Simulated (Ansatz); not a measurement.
We consider fluorite HfO2 (high-temperature phase), described by LC-ωPBE in Ansatz (plane waves, PAW).

Settings: plane-wave cutoff 520 eV, 8×8×8 k mesh, scalar-relativistic PAW data made under PBE.

Computed at the level's own relaxed cell.

Elastic tensor (GPa, Voigt notation, ions relaxed):

```
  617.9   113.0   113.0     0.0     0.0     0.0
  113.0   617.9   113.0     0.0     0.0     0.0
  113.0   113.0   617.9     0.0     0.0     0.0
    0.0     0.0     0.0    81.7     0.0     0.0
    0.0     0.0     0.0     0.0    81.7     0.0
    0.0     0.0     0.0     0.0     0.0    81.7
```

Worked from these constants: the tetragonal shear constant is C′ = (C11 − C12)/2 = 252.4 GPa against C44 = 81.7 GPa, so the C44 shear is the softer. The Zener ratio C44/C′ is 0.32 (1 for an isotropic solid), and the Cauchy pressure C12 − C44 is 31.3 GPa. With C11 + 2C12 = 843.9 GPa all three Born conditions hold; they don't test modes at the zone boundary.

Note: symmetry holds this phase in the static calculation, where it need not be a minimum; held by symmetry at 0 K, a high-temperature phase can be a saddle point.

Spin–orbit coupling is not included.

Computed values are for the static lattice.

Ansatz is an electronic-structure program.
